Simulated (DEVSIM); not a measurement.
Device: Si/Ge p-n heterojunction, at 300 K.

```
layer (left to right)  material  thickness (μm)  Nd (cm⁻³)  Na (cm⁻³)  τn (s)  τp (s)
---------------------  --------  --------------  ---------  ---------  ------  ------
1                            Si           0.590          -     1.1e16  7.2e-7  7.2e-7
2                            Ge           0.580     1.5e17          -  7.2e-7  7.2e-7
```

Left contact: ohmic. Right contact: ohmic. Voltage is applied to the left contact. Recombination: SRH at mid-gap, radiative. Mobility is constant in doping.

The device is made up for the run: typed textbook-type constants, with dimensions and the other settings drawn at random. Values at 300 K.

```tsv
parameter	Si	Ge
gap (eV)	1.124	0.664
affinity (eV)	4.05	4
permittivity	11.7	16
Nc (cm⁻³)	2.86e19	1.04e19
Nv (cm⁻³)	3.1e19	6e18
μn (cm²/Vs)	1417	3900
μp (cm²/Vs)	470	1900
B (cm³/s)	4.7e-15	6.4e-14
```

Simulated with DEVSIM: 1D drift-diffusion, Boltzmann statistics, complete ionisation; no tunnelling, impact ionisation, image-force lowering or self-heating. Band offsets follow the typed affinities; no thermionic-emission limit at abrupt steps, no polarisation charge.

Question: Tabulate band edges, carrier densities and field at zero bias.

Answer: Energies count from the Fermi level of the right contact; mesh points crowd at the junctions.

| x (μm) | Ec (eV) | Ev (eV) | n (cm⁻³) | p (cm⁻³) | field (V/cm) |
|---|---|---|---|---|---|
| 0.000 | 0.919 | -0.205 | 11000 | 1.1e16 | ≈ 0 |
| 0.005175 | 0.919 | -0.205 | 11000 | 1.1e16 | ≈ 0 |
| 0.01583 | 0.919 | -0.205 | 11000 | 1.1e16 | ≈ 0 |
| 0.03779 | 0.919 | -0.205 | 11000 | 1.1e16 | ≈ 0 |
| 0.1069 | 0.918 | -0.206 | 11000 | 1.1e16 | -37 |
| 0.2255 | 0.916 | -0.208 | 12000 | 9.8e15 | -750 |
| 0.3942 | 0.807 | -0.317 | 800000 | 1.4e14 | -17000 |
| 0.5183 | 0.463 | -0.661 | 4.8e11 | 2.4e8 | -38000 |
| 0.5577 | 0.299 | -0.825 | 2.7e14 | 430000 | -45000 |
| 0.5768 | 0.209 | -0.915 | 8.7e15 | 13000 | -49000 |
| 0.5861 | 0.162 | -0.962 | 5.4e16 | 2100 | -54000 |
| 0.5921 | 0.181 | -0.483 | 9.4e15 | 4.7e10 | -40000 |
| 0.5996 | 0.156 | -0.508 | 2.5e16 | 1.7e10 | -29000 |
| 0.6148 | 0.126 | -0.538 | 8.0e16 | 5.4e9 | -12000 |
| 0.6630 | 0.110 | -0.554 | 1.5e17 | 3.0e9 | -300 |
| 0.7455 | 0.110 | -0.554 | 1.5e17 | 2.9e9 | ≈ 0 |
| 0.8916 | 0.110 | -0.554 | 1.5e17 | 2.9e9 | ≈ 0 |
| 1.037 | 0.110 | -0.554 | 1.5e17 | 2.9e9 | ≈ 0 |
| 1.122 | 0.110 | -0.554 | 1.5e17 | 2.9e9 | ≈ 0 |
| 1.149 | 0.110 | -0.554 | 1.5e17 | 2.9e9 | ≈ 0 |
| 1.163 | 0.110 | -0.554 | 1.5e17 | 2.9e9 | ≈ 0 |
| 1.170 | 0.110 | -0.554 | 1.5e17 | 2.9e9 | ≈ 0 |
